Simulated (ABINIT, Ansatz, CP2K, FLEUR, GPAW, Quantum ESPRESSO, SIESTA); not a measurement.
# One structure in several programs: MgH2 (P4_2/mnm, 6 atoms in the cell)

Self-consistent single point, at a second geometry (lattice scaled by 0.98). First geometry:

```
MgH2
1.0
    4.53220     0.00000     0.00000
    0.00000     4.53220     0.00000
    0.00000     0.00000     3.02965
Mg H
2 4
Direct
  0.50000   0.50000   0.50000
  0.00000   0.00000   0.00000
  0.69557   0.69557   0.00000
  0.30443   0.30443   0.00000
  0.80443   0.19557   0.50000
  0.19557   0.80443   0.50000
```

Shared settings, as Ansatz (a program for electronic structure) writes them: kpoints.mp_grid.grid = 6 6 9; scf.occupations.method = fixed. Potentials and cutoffs stand in the table.

```json
[
 {"code": "FLEUR", "model": "PBE, all-electron FLAPW (FLEUR), scalar-relativistic valence", "ΔF from the first geometry (meV/atom)": "3.6", "pressure (GPa)": "–", "largest force (eV/Å)": "0.017", "gap on the mesh (eV)": "3.991", "cutoff": "Kmax 4.4 1/bohr"},
 {"code": "ABINIT", "model": "PBE, PAW (JTH v2.0 PBE PAW)", "ΔF from the first geometry (meV/atom)": "3.8", "pressure (GPa)": "2.71", "largest force (eV/Å)": "0.017", "gap on the mesh (eV)": "3.991", "cutoff": "30 Ha"},
 {"code": "SIESTA", "model": "GGA PBE, numerical atomic orbitals DZP, PseudoDojo PBE standard norm-conserving potentials (rewritten from UPF to PSML)", "ΔF from the first geometry (meV/atom)": "9.7", "pressure (GPa)": "4.58", "largest force (eV/Å)": "0.005", "gap on the mesh (eV)": "3.953", "cutoff": "grid 400 Ry"},
 {"code": "Quantum ESPRESSO", "model": "PBE, GBRV 1.5 ultrasoft (PBE) pseudopotentials", "ΔF from the first geometry (meV/atom)": "3.5", "pressure (GPa)": "2.66", "largest force (eV/Å)": "0.017", "gap on the mesh (eV)": "3.990", "cutoff": "40 Ry"},
 {"code": "Ansatz", "model": "PBE, default PAW files", "ΔF from the first geometry (meV/atom)": "3.6", "pressure (GPa)": "2.53", "largest force (eV/Å)": "0.015", "gap on the mesh (eV)": "3.994", "cutoff": "420 eV"},
 {"code": "GPAW", "model": "PBE, GPAW PAW datasets PBE (gpaw-data 1.0.1)", "ΔF from the first geometry (meV/atom)": "3.4", "pressure (GPa)": "2.61", "largest force (eV/Å)": "0.016", "gap on the mesh (eV)": "3.996", "cutoff": "850 eV"},
 {"code": "CP2K", "model": "PBE, GPW, DZVP-MOLOPT-SR-GTH basis, GTH-PBE potentials (GTH_POTENTIALS)", "ΔF from the first geometry (meV/atom)": "-1.2", "pressure (GPa)": "1.46", "largest force (eV/Å)": "0.116", "gap on the mesh (eV)": "3.455", "cutoff": "grid 1000 Ry"}
]
```

A dash marks a value that a program does not give, or that is left out as unsure.

Gaps are read on the mesh.

The spread over the programs that give each value: ΔF from the first geometry within 10.9 meV/atom; pressure within 3.12 GPa; largest force within 0.111 eV/Å; gap on the mesh within 0.541 eV.

SIESTA and CP2K use small atom-centred bases, whose incompleteness enters pressures, forces and empty levels differently from a plane-wave cutoff. FLEUR treats all electrons, but the usual bases taken here (sphere radii, linearisation, local orbitals, empty states) were not tested for convergence, so the values are no reference for the others. Ansatz's pressure is given at a fixed set of plane waves, as the other plane-wave codes print theirs; with its correction for the finite basis it is 2.67 GPa. In the pressure, SIESTA (by 1.95) and CP2K (by 1.17) lie more than 1 GPa from the median of the plane-wave programs. In the gap, CP2K (by 0.537) lies more than 0.12 eV from the median of the plane-wave programs. In the force vectors, CP2K (by 0.100) lies more than 0.08 eV/Å from the median of the plane-wave programs.

The starting cell comes from a database of computed structures (which also holds hypothetical and non-ambient phases and stackings), without a prior relaxation at this level. Its lattice was rescaled by a random factor within 2.5 % of one. For this run, on top of that: lattice scaled by 0.98.

Keys are those of Ansatz 0.2.
